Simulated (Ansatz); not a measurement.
**By hand: reaction energy**

This concerns the reaction energy. Reaction: 4 Na (bcc) + TiCl4 (gas) → 4 NaCl (rock salt) + Ti (hcp). The sign is products less reactants.

NaCl (rock salt, Fm-3m), 2 atoms in the cell. Conventional cell: a = b = c = 5.6949 Å, α = β = γ = 90.00°.

Ansatz (an electronic-structure program) with PAW potentials; structures come from PBE relaxations, nuclei static, no net charge. Ansatz runs with its default PAW set. Other levels take these structures. The lattices are those relaxed with PBE, so at other levels the solids can be strained, which adds to the spread. A dispersion term (D3(BJ), or D4 for r2SCAN) was computed beside these levels and is taken off wherever the name lacks it.

Total energies of the cells in eV, at zero smearing width. They compare only within one column; the weights balance every element.

```
cell              atoms  weight       r2SCAN       PBEsol
----------------  -----  ------  -----------  -----------
NaCl (rock salt)      2      +8  -2576.31984  -2540.27840
Ti (hcp)              2      +1  -5008.73694  -4947.77054
Na (bcc)              1      −8  -1488.61449  -1475.86907
TiCl4 (gas)           5      −2  -6847.45860  -6724.80321
```

r2SCAN: 8 × (-2576.31984) + (-5008.73694) − 8 × (-1488.61449) − 2 × (-6847.45860) = -15.463 eV; dividing by 2 gives -7.73 eV.

PBEsol: 8 × (-2540.27840) + (-4947.77054) − 8 × (-1475.86907) − 2 × (-6724.80321) = -13.439 eV; dividing by 2 gives -6.72 eV.

What follows from the r2SCAN value: Per mole of the reaction as written, -7.731 eV × 96.485 = -745.9 kJ.
